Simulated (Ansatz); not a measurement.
## Effect of tensor shear ε_xy = +0.57 % on W

Base system: W in the bcc (W type) structure (space group Im-3m, No. 229; a = 3.1688 Å; relaxed with 0.1 eV smearing). Axes: x, y, z lie along the cube axes.

The change: tensor shear ε_xy = +0.57 % (engineering shear γ = 0.0114), atoms relaxed at fixed cell.

Level of theory: plane-wave PAW DFT at the r2SCAN level (Ansatz, a first-principles code, 500 eV), no spin-orbit coupling. Γ-centred 29×29×29 mesh, Fermi–Dirac width 0.1 eV.

```json
[
 {"quantity": "space group", "base": "Im-3m (No. 229)", "changed": "Fmmm (No. 69)", "shift": "–"},
 {"quantity": "shortest interatomic distance", "base": "5.186 bohr", "changed": "5.166 bohr", "shift": "-0.020 bohr"},
 {"quantity": "energy relative to the base (free energy F)", "base": "0 meV/atom", "changed": "+1.0 meV/atom", "shift": "+1.0 meV/atom"},
 {"quantity": "pressure (mean of the normal stresses, compression positive)", "base": "0.0 GPa", "changed": "0.0 GPa", "shift": "0.0 GPa"},
 {"quantity": "band gap", "base": "zero", "changed": "zero", "shift": "–"},
 {"quantity": "stress (xx, yy, zz, yz, xz, xy; compression positive)", "base": "–", "changed": "(0.0, 0.0, 0.0, 0.0, 0.0, -1.7) GPa", "shift": "–"}
]
```

The cells carry an imposed strain or load. Stability against distortions was not tested. The final runs are not spin-polarised.
